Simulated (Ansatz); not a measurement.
Results of r²SCAN (plane waves, PAW; Ansatz, an electronic-structure program) for Ge (Fd-3m, No. 227, 34 atoms in the cell; start mp-1198022).

Settings: plane-wave cutoff 560 eV, 4×4×4 k mesh, Fermi–Dirac smearing 0.01 eV, scalar-relativistic PAW data made under PBE.

Cell (relaxed at this level):

Ge is taken in the cubic space group Fd-3m, origin choice 1 (No. 227), Pearson symbol cF136. Lattice parameters: a = 15.250 Å, b = 15.250 Å, c = 15.250 Å, α = 90.00°, β = 90.00°, γ = 90.00°. Ge1 on 8a is coordinated by 4 Ge at 2.428 Å (tetrahedral). Ge2 on 32e is surrounded by 4 Ge at 2.428–2.455 Å (tetrahedral). Ge3 on 96g is surrounded by 4 Ge at 2.455–2.483 Å (tetrahedral). (Neighbours: up to the widest gap in distance over summed covalent radii, below 1.35, at either atom.)
(The calculation used a cell of 34 atoms; values per cell refer to that cell.)

### Question
Estimate the band gap and Γ–Γ gap that the calculation returns.

### Answer

- band gap = 1.06 eV (on the SCF k mesh)
- Γ–Γ gap = 1.63 eV

Note: the relaxation could not lower the start's symmetry, so the cell can be a saddle point above a distorted one.

Spin–orbit coupling is not included.

The computed numbers hold no vibrational or temperature effects.

A start named mp-… is a Materials Project structure, which need not be a measured phase.
